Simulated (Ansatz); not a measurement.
Output of an Ansatz run (abridged):

```
WARN the atoms were moved onto the symmetric positions of the space group found under crystal.symmetry.tolerance 1.0e-5 (fractional …
WARN ansatz: RAYON_NUM_THREADS=1 ignored (pool sized by the plan → 1); use --threads N
Pseudopotentials: kind: paw
Pseudopotential: Zr, paw, valence charge 12
Pseudopotential: Se, paw, valence charge 16
Pseudopotential: S, paw, valence charge 6
Crystal: 3 atoms, lattice volume = 76.617 Å³
Basis set: ecut = 420 eV, 1521 PW (Γ)
Bands: 21, of which v1, the nominal top of the filled ones, is band 17 counted from 1 (16 counted from 0)
Symmetry: 6 space group operations
Space group: P3m1 (ITA 156), of the structure as read, at distance tolerance 4.2e-5 Å
k-points: 35 of 256 (time reversal used)
PAW frozen core: Zr, regenerated for the run's functional, and the local potential with it
PAW frozen core: Se, regenerated for the run's functional, and the local potential with it
PAW frozen core: S, regenerated for the run's functional, and the local potential with it
Initial density: superposition of atomic densities (neutral atoms: chi_scale 0, normalization atom), corrected by the library's trained network
Initial wavefunctions: pseudopotential atomic-orbital guess
Eigensolver: davidson
Functional: x = slater, c = lda
SCF iter   1: F=—  HF=-10334.536414 eV  |F-HF|=—  |Δ(HF+E_count)|=         —  Δρ=5.85e-3  dr2=3.41e-2  ethr=1.77e-3  ⟨swp⟩=6.1  Hψ=3276  notcnv=0
all-band conjugate gradients solve this SCF's bands
preconditioner: auto → Resta (q_TF=auto, 2.383 Å⁻¹)
SCF iter   2: F=—  HF=-10334.530078 eV  |F-HF|=—  |Δ(HF+E_count)|=   6.34e-3  Δρ=2.79e-3  dr2=3.38e-3  ethr=1.00e-4  ⟨swp⟩=2.1  Hψ=1221  notcnv=0
SCF iter   3: F=—  HF=-10334.529548 eV  |F-HF|=—  |Δ(HF+E_count)|=   5.30e-4  Δρ=1.08e-3  dr2=6.38e-4  ethr=9.95e-6  ⟨swp⟩=1.6  Hψ=768  notcnv=0
SCF iter   4: F=—  HF=-10334.529491 eV  |F-HF|=—  |Δ(HF+E_count)|=   5.70e-5  Δρ=1.91e-4  dr2=5.09e-5  ethr=1.88e-6  ⟨swp⟩=2.8  Hψ=1168  notcnv=0
SCF iter   5: F=—  HF=-10334.529492 eV  |F-HF|=—  |Δ(HF+E_count)|=   9.16e-7  Δρ=7.12e-5  dr2=7.58e-6  ethr=1.50e-7  ⟨swp⟩=2.0  Hψ=1295  notcnv=0
SCF iter   6: F=—  HF=-10334.529492 eV  |F-HF|=—  |Δ(HF+E_count)|=   6.93e-9  Δρ=2.56e-5  dr2=8.32e-7  ethr=2.23e-8  ⟨swp⟩=2.0  Hψ=1295  notcnv=0
SCF iter   7: F=-10334.529492 eV  HF=-10334.529492 eV  |F-HF|=1.39e-8  |Δ(HF+E_count)|=   2.54e-7  Δρ=7.21e-6  dr2=6.47e-8  ethr=2.94e-10  ⟨swp⟩=4.7  Hψ=2623  notcnv=0
SCF 1 converged in 7 iterations: F = -10334.529492 eV  dr2 = 6.47e-8
SCF converged after 7 iterations
Free energy (F): -10334.529492 eV
Harris-Foulkes:  -10334.529492 eV  (|F-HF|=1.39e-8)
Internal energy: -10334.529492 eV  (E = F + TS)
E sigma→0 (E₀):  -10334.529492 eV
Entropy (-TS):   -0.000000 eV (-0.000 meV/atom)
Fermi energy:    7.391387 eV
--- Per-component energies (eV) ---
  E_band       = -566.824091
  E_kinetic    = 557.694217
  E_local      = -4011.217771  (includes V_loc(G=0)·N_el)
  E_nonlocal   = -477.697268
  E_hartree    = 1807.720361
  E_xc         = -360.194982
  E_vxc        = -376.621621  (∫ρ·V_xc dr)
  E_paw        = -5244.101254  (= ΣΔE_a)
  E_vpaw       = 125.570803  (= ΣTr[D̂ρ^β])
  E_aug_tail   = -0.000585  (compensation charges beyond the density's cutoff)
  E_ewald      = -2609.473169
  E_core_change = 2.740961  (= ΣΔE_core)
  E_smearing   = -0.000000  (= −TS)
  E_closure    = 0.000000  (closes the sum)
  Σ components = -10334.529492   (vs F -10334.529492, Δ=0.00e0)
--- Forces (eV/Å), atoms counted from 1 ---
  atom   1  Zr     0.00000000     0.00000000    -0.52701487
  atom   2  Se     0.00000000     0.00000000     0.65862943
  atom   3  S      0.00000000     0.00000000    -0.13162777
  max |Σ_I F_I| component: 1.32e-5 eV/Å
--- Stress (GPa, compression-positive) ---
       -5.429055       0.000000       0.000000
        0.000000      -5.429055      -0.000000
        0.000000       0.000000      -4.152511
  P = ⅓ Tr σ = -5.0035 GPa (-50.035 kbar)
  The stress holds the Pulay correction. Without it, at fixed plane waves, as pw.x and ABINIT print it: P = -5.0254 GPa
--- Band table (eV; the first three rows and the last of 35) ---
  k-point 0: bands = ["-42.1490", "-39.6560", "-39.6560", "-39.6489", "-39.6489", "-39.6442", "-20.2354", "-20.1298", "-20.1298", "-5.8654", "-4.6326", "2.5682", "4.0519", "4.0519", "6.7749", "7.1198", "7.1198", "8.2002", "8.2002", "8.9564", "11.5929"]
  k-point 1: bands = ["-42.1490", "-39.6560", "-39.6560", "-39.6489", "-39.6489", "-39.6442", "-20.2356", "-20.1298", "-20.1298", "-5.7859", "-4.7549", "2.9135", "4.0629", "4.0629", "6.0034", "7.0692", "7.0692", "8.1900", "8.1900", "9.1455", "11.7307"]
  k-point 2: bands = ["-42.1490", "-39.6560", "-39.6560", "-39.6489", "-39.6489", "-39.6442", "-20.2357", "-20.1298", "-20.1298", "-5.6845", "-4.8978", "3.4195", "4.0740", "4.0740", "5.1976", "7.0201", "7.0201", "8.1796", "8.1796", "9.2309", "11.8757"]
  k-point 34: bands = ["-42.1346", "-39.6556", "-39.6549", "-39.6490", "-39.6486", "-39.6438", "-20.2983", "-20.2397", "-20.1847", "-4.8571", "-4.5399", "3.0398", "3.5059", "4.0156", "4.8039", "5.1063", "5.4023", "8.6349", "9.3733", "9.6120", "11.5716"]
```

The structure:

```xyz
3
Lattice="3.7613 0.0000 0.0000 -1.8806 3.2574 0.0000 0.0000 0.0000 6.2535" Properties=species:S:1:pos:R:3 pbc="T T T"
Zr     0.0000     0.0000     0.1282
Se     1.8806     1.0858     4.7113
S      0.0000     2.1716     1.4640
```

Write an input that gives this output.

Other spellings and defaults could give the same log, and not every line can be read from it. The input that was run (DFT, LDA (PW92), plane waves, default PAW files made with PBE):

Ansatz 0.2 input:
```yaml
# ZrSeS
crystal:
  lattice:
    - [3.761270, 0.000000, 0.000000]
    - [-1.880635, 3.257356, 0.000000]
    - [0.000000, 0.000000, 6.253524]
  atoms:
    - { symbol: Zr, position: [0.000000, 0.000000, 0.020505] }
    - { symbol: Se, position: [0.666667, 0.333333, 0.753380] }
    - { symbol: S, position: [0.333333, 0.666667, 0.234110] }
basis:
  ecutwfc: 420.0
kpoints:
  mp_grid: { grid: [8, 8, 4] }
hamiltonian:
  xc: lda
  pseudopotentials: { kind: paw }
scf:
  occupations: { method: fermi_dirac, width: 0.02 }
output:
  forces: true
  eigenvalues: true
  stress: true
```

The starting cell comes from a database of computed structures (which also holds hypothetical and non-ambient phases and stackings), without a prior relaxation at this level. Its lattice was rescaled by up to half a per cent. One atom was moved a little off its site on purpose. With a pressure of about -5 GPa the cell is away from its equilibrium volume at this level. Ansatz's pressure includes its estimate of the finite-basis (Pulay) stress.

Ansatz is a quantum-chemistry and plane-wave program.
